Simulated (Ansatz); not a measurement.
Consider LuBi in the rock salt structure (space group Fm-3m, No. 225; a = 6.1320 Å; a cell from a computed database, its experimental status unchecked; relaxed with 0.1 eV smearing). Axes: x, y, z lie along the cube axes.

Method: PBEsol, PAW, 420 eV (Ansatz, an electronic-structure program; no spin-orbit coupling).

It is then changed as follows: an isotropic linear strain of −2.93 %, atoms relaxed at fixed cell.

Predict the stress tensor and what it implies for the stiffness.

Stress of the strained cell less that of the base (GPa, compression positive):
```
    6.6     0.0     0.0
    0.0     6.6     0.0
    0.0     0.0     6.6
```

Then B = −ΔP/(ΔV/V₀) with ΔV/V₀ = -0.0853 gives secant stiffness values (nonlinear terms included at this strain): B ≈ 77 GPa.

As a check, the harmonic strain energy −½ V₀ Δσ:ε is 52 meV/atom; the computed energy rise is 47 meV/atom.

Stability against distortions was not tested.
